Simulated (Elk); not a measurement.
Worked example: self-consistent single point of Ti3Zn (I4/mmm, 4 atoms in the cell) in Elk.

Computed with LDA (PW92), all-electron FP-LAPW, Elk's shipped species files, default APW+lo basis in Elk.

```xyz
4
Lattice="-1.9437 1.9437 4.1495 1.9437 -1.9437 4.1495 1.9437 1.9437 -4.1495" Properties=species:S:1:pos:R:3 pbc="T T T"
Ti     0.0000     1.9437     2.0747
Ti     1.9437     0.0000     2.0747
Ti     0.0000     0.0000     4.1495
Zn     0.0000     0.0000     0.0000
```
Moments meant for the start (each program seeds them in its own way; μB, in the order of the atoms Ti Ti Ti Zn): 1.0 1.0 1.0 0.0.

Reference input (self-consistent single point, DFT, PBEsol, all-electron FP-LAPW, Elk's shipped species files, default APW+lo basis): xctype = 22; spinpol = true; rgkmax = 7; stype = 3; swidth = 0.00367493 Ha; ngridk = 6 6 6; reducebf = 0.8; nempty = 10 per atom; bfcmt = [[0.0, 0.0, -0.5], [0.0, 0.0, -0.5], [0.0, 0.0, -0.5], [0.0, 0.0, 0.0]]. This run's input differs from it in these lines:

```diff
@@ -4,3 +4,3 @@
 xctype
-  22
+  3
```

Output, abridged:

```
│ Self-consistent loop started │
│ Loop number : 1 │
 total energy                :     -4338.08371047
 total moment                :    2.591811755
│ Loop number : 2 │
 total energy                :     -4338.81993698
 total moment                :    2.583967993
RMS change in Kohn-Sham potential (target) :   0.2779835282     (  0.1000000000E-05)
Absolute change in total energy (target)   :   0.7362265115     (  0.1000000000E-03)
│ Loop number : 3 │
 total energy                :     -4339.42052105
 total moment                :    2.532856652
RMS change in Kohn-Sham potential (target) :   0.2697873614     (  0.1000000000E-05)
   [... lines left out ...]
│ Loop number : 25 │
 total energy                :     -4349.47967843
 total moment                :   0.2263163604E-02
RMS change in Kohn-Sham potential (target) :   0.2986444926E-05 (  0.1000000000E-05)
Absolute change in total energy (target)   :   0.2131806832E-04 (  0.1000000000E-03)
│ Loop number : 26 │
 total energy                :     -4349.47967772
 total moment                :   0.1059310622E-02
RMS change in Kohn-Sham potential (target) :   0.5445112277E-06 (  0.1000000000E-05)
Absolute change in total energy (target)   :   0.6044861038E-05 (  0.1000000000E-03)
Convergence targets achieved

│ Loop number : 27 │

Energies :
 Fermi                       :     0.276837332265
 xc effective B-field        :    -0.527820219122E-08
 external B-field            :      0.00000000000
 total energy                :     -4349.47967007
 (external B-field energy excluded from total)

Density of states at Fermi energy :    105.3144452
 (states/Hartree/unit cell)

Estimated indirect band gap :   0.1529467605E-02
 from k-point      2 to k-point     15
Estimated direct band gap   :   0.4632730559E-02
 at k-point     15

Charges :
 core                        :    42.00000000
 valence                     :    54.00000000
 interstitial                :    5.526860538
 muffin-tins (core leakage)
  species :    1 (Ti)
   atom    1                 :    20.44412357     (  0.5988400886E-09)
   [... lines left out ...]

Moments :
 interstitial                :   0.2197342397E-03
 muffin-tins
  species :    1 (Ti)
   atom    1                 :   0.2710217958E-03
   atom    2                 :   0.2710217958E-03
   atom    3                 :   0.3121722134E-03
  species :    2 (Zn)
   atom    1                 :  -0.1564467973E-04
 total in muffin-tins        :   0.8385711253E-03
 total moment                :   0.1058305365E-02

│ Self-consistent loop stopped │
```

The run converged in 27 iterations. The count includes the last loop, which Elk runs after its targets are met. 

The starting cell comes from a database of computed structures (which also holds hypothetical and non-ambient phases and stackings), without a prior relaxation at this level. Its lattice was rescaled by a random factor within 2.5 % of one. The starting moments vanished: the run ended non-magnetic. Values depend on the basis (sphere radii, cutoffs, local orbitals), which need not be converged. The log's line on a gap gives a spacing of levels on this mesh, which the program prints for metals too.

Cost on one core of a shared machine: roughly 2 min.
